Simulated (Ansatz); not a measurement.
Abridged Ansatz (an electronic-structure program) output:

```
Relaxation: its limit of steps is 60 (relax.max_steps)
Pseudopotential: Mo, paw, valence charge 14
Pseudopotential: S, paw, valence charge 6
Crystal: 3 atoms, lattice volume = 51.140 Å³
Basis set: ecut = 500 eV, 1287 PW (Γ), exchange–correlation on 192×192×192 points (64 copies of the dense FFT grid, shifted against one another)
Bands: 17, of which v1, the nominal top of the filled ones, is band 13 counted from 1 (12 counted from 0)
Symmetry: 6 space group operations
k-points: 189 of 1728 (time reversal used)
Functional: x = r2scan, c = r2scan + rvv10(b = 11.95, C = 0.0093); τ floored in thin density (d = 2e-4 eV/Å³)
SCF iter   1: F=—  HF=-6779.531521 eV  |F-HF|=—  |Δ(HF+E_count)|=         —  Δρ=1.11e-2  dr2=9.48e-2  dr2_τ=5.18e-2  ethr=1.77e-3  ⟨swp⟩=6.0  Hψ=17683  notcnv=0
SCF iter   2: F=—  HF=-6779.622091 eV  |F-HF|=—  |Δ(HF+E_count)|=   9.06e-2  Δρ=1.54e-2  dr2=3.60e-1  dr2_τ=2.27e-2  ethr=3.65e-4  ⟨swp⟩=3.9  Hψ=8263  notcnv=0  recentre
SCF 1 converged in 8 iterations: F = -6779.573125 eV  dr2 = 2.86e-8
relax step   1: F+E_penalty+E_count = -6779.57312456 eV  Δ(F+E_penalty+E_count) = +0.000e0 eV  max|allowed force component| = 1.476e-3 eV/Å  Δτ_max = 0.0000 Å  P = +2.997 GPa  Ω = 51.140 Å³  (8 SCF iters, dr2 threshold 1.00e-7 eV, accepted)
[... steps on the carried basis left out ...]
relax step   6: F+E_penalty+E_count = -6779.54067754 eV  Δ(F+E_penalty+E_count) = +3.315e-4 eV  max|allowed force component| = 2.197e-3 eV/Å  Δτ_max = 0.0000 Å  P = +5.011 GPa  Ω = 49.831 Å³  stress off target by 1.36e-2 GPa  SCF on the basis re-selected at this cell (its energy is not comparable with the rows above)  (8 SCF iters)
SCF converged after 8 iterations
Free energy (F): -6779.540678 eV
Internal energy: -6779.540673 eV  (E = F + TS)
E sigma→0 (E₀):  -6779.540675 eV
Entropy (-TS):   -0.000005 eV (-0.002 meV/atom)
Fermi energy:    12.624267 eV
--- Forces (eV/Å), atoms counted from 1 ---
  atom   1  Mo     0.00000000     0.00000000     0.00084697
  atom   2  S      0.00000000     0.00000000    -0.00219748
  atom   3  S      0.00000000    -0.00000000     0.00135002
--- Stress (GPa, compression-positive) ---
        5.013562       0.000000       0.000000
        0.000000       5.013562       0.000000
        0.000000       0.000000       5.005627
  P = ⅓ Tr σ = 5.0109 GPa (50.109 kbar)
--- Relaxed structure (5 steps of the walk, 4 accepted, 1 SCFs on fresh bases) ---
  cell:  # Å, volume = 49.8311 Å³
    - [1.5700283260016468, 0.9064562766523885, 5.835727711209086]
    - [-1.5700283260016468, 0.9064562766523885, 5.835727711209086]
    - [-3.5290946058334066e-34, -1.812912553304777, 5.835727711209086]
  atoms:
    - { symbol: Mo, position: [3.720959547523935e-5, 3.720959547523935e-5, 3.7209595475239365e-5] }
    - { symbol: S, position: [0.7554282731951589, 0.7554282731951589, 0.7554282731951589] }
    - { symbol: S, position: [0.5778345174093661, 0.5778345174093661, 0.5778345174093661] }
```

Problem. What was computed, and what are the main results?

Solution. MoS2, 3 atoms in the cell, with plane-wave PAW DFT at the r2SCAN+rVV10 level (Ansatz, 500 eV), no spin-orbit coupling, from a series relaxed to a target (pressure 5 GPa). The last SCF converged to F = -6779.540678 eV, or -2259.8469 eV per atom, at a pressure of 5.01 GPa. The total energy compares only with runs of the same code, potentials and settings.

Load acts through the strain it causes; cell and atoms are relaxed under it. No phonon test of stability was made. Competing high-pressure phases were not computed. The cell was made from MoS2 in the 3R-MoS2 type structure (space group R3m, No. 160; layered, stacked along the Cartesian z axis) by this change: pressure 5 GPa.

Keys are those of Ansatz 0.2.
